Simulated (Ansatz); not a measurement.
Consider HgTe in the zinc blende structure (space group F-43m, No. 216).

```
HgTe
1.0
    0.00000     3.28672     3.28672
    3.28672     0.00000     3.28672
    3.28672     3.28672     0.00000
Te Hg
1 1
Direct
  0.75000   0.75000   0.75000
  0.00000   0.00000   0.00000
```

Method: r2SCAN (Ansatz, an electronic-structure program), spin-orbit coupling left out, earlier PAW set.

Base values:

* **Volume per atom**: 35.50 Å³

Now apply this change: full substitution Hg → Cd, then cell and atoms are relaxed.

Predict the new volume per atom and electron mass.

The volume per atom shrinks by 0.237 Å³ (35.50 Å³ → 35.27 Å³); the electron mass comes out as 0.089 mₑ (at Γ).

With Hg and Te present, leaving out spin-orbit coupling can change the band edges. The levels and masses belong to the bands next to the band gap. Masses are band curvatures over ±0.01 Å⁻¹ around the edge. Stability against distortions was not tested. The final runs are not spin-polarised.
